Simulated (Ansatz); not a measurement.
# Response to strain in BeTe

Consider BeTe in the zinc blende structure (space group F-43m, No. 216; a = 5.6568 Å).

Strains are applied to the cell and any free atomic positions relax.

Level of theory: r2SCAN (Ansatz, a first-principles code, PAW, no spin-orbit coupling).

```json
[
 {"isotropic strain (%)": "-3", "pressure (GPa)": "6.5"},
 {"isotropic strain (%)": "-2.5", "pressure (GPa)": "5.2"},
 {"isotropic strain (%)": "-2", "pressure (GPa)": "4.1"},
 {"isotropic strain (%)": "-1.5", "pressure (GPa)": "?"},
 {"isotropic strain (%)": "-1", "pressure (GPa)": "1.9"},
 {"isotropic strain (%)": "-0.5", "pressure (GPa)": "0.9"},
 {"isotropic strain (%)": "0", "pressure (GPa)": "0.0"}
]
```

Fit P = P₀ − Bδ + Cδ² with δ = (1 + ε)³ − 1 to the rows shown and predict the withheld row.

Least squares on the printed values gives P₀ = 0.0 GPa, B = 58.8 GPa, C = 178 GPa (largest residual 0.0 GPa); this predicts 3.0 GPa, and the run gives 2.9 GPa, in agreement.

No phonon test of stability was made.
